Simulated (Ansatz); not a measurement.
Base system: Ge in the diamond structure (space group Fd-3m, No. 227; a = 5.676 Å). Axes: x, y, z lie along the cube axes.

Calculations: plane-wave PAW DFT at the PBEsol level (Ansatz, a program for electronic structure, 420 eV), no spin-orbit coupling.

Base values:

| Property | Result |
|---|---|
| Pressure | 0.0 GPa |
| Shortest interatomic distance | 2.458 Å |
| Band gap | zero |

Perturbation: biaxial strain +2.21 %, plane normal [111], relaxed out of plane (Cartesian); in-plane vectors clamped, the third vector and the atoms free.

Predict the new pressure.

The pressure (mean of the normal stresses, compression positive) goes from zero to -2.1 GPa.

Estimate the effect on the shortest interatomic distance.

The shortest interatomic distance grows by 0.006 Å to 2.464 Å.

Predict the new energy relative to the base.

The energy rises by 10 meV/atom.

Predict the new band gap.

The band gap is still zero.

No phonon test of stability was made. A zero or small gap of Ge can be the functional's error rather than a property of the material.
